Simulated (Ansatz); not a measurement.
The reference is C (space group Im-3m, No. 229; a = 4.3620 Å; a hypothetical phase, not in the database extracts checked). Axes: x, y, z lie along the cube axes.

Levels (all Ansatz, an electronic-structure program, PAW): PBEsol (420 eV, no SOC); HSE06 (420 eV, scalar-relativistic without spin-orbit coupling).

Its gap is 2.45 eV with PBEsol and 3.64 eV with HSE06.

It is then changed as follows: tensile biaxial strain of 0.98 % in the plane normal to [110], as in epitaxy on a mismatched substrate; the out-of-plane cell vector and the atoms relax.

With PBEsol the gap becomes 2.36 eV.

Q: If the HSE06 correction stayed the same, what would the HSE06 gap be, and what does the HSE06 run give?

A: A rigid correction of +1.19 eV gives 3.55 eV. The HSE06 run gives 3.56 eV, so the two effects roughly add.

Single points use the geometry relaxed with PBEsol. HSE06 gaps are upper bounds (no full band path). Whether these cells are dynamically stable was not tested.
